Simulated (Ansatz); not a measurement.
Start from Sn (space group I4/mmm, No. 139).

```
Sn
1.0
   -1.64069     1.64069     2.45992
    1.64069    -1.64069     2.45992
    1.64069     1.64069    -2.45992
Sn
1
Direct
  0.00000   0.00000   0.00000
```

Computed with Kohn–Sham DFT with the PBEsol functional, run in Ansatz (a first-principles code) with PAW and 420 eV plane waves, spin-orbit coupling left out.

Base values:

```
Item                  Result
-------------------  -------
Lattice parameter a  3.281 Å
```

It is then changed as follows: cell and atoms relaxed at a pressure of 10 GPa.

Task: What happens to the lattice parameter a?

Result: The lattice parameter a shrinks by 0.1535 Å to 3.128 Å.

Load acts through the strain it causes; cell and atoms are relaxed under it. Whether these cells are dynamically stable was not tested. No other phases were tried under pressure. This is not the structure that Sn has at room temperature and ambient pressure.
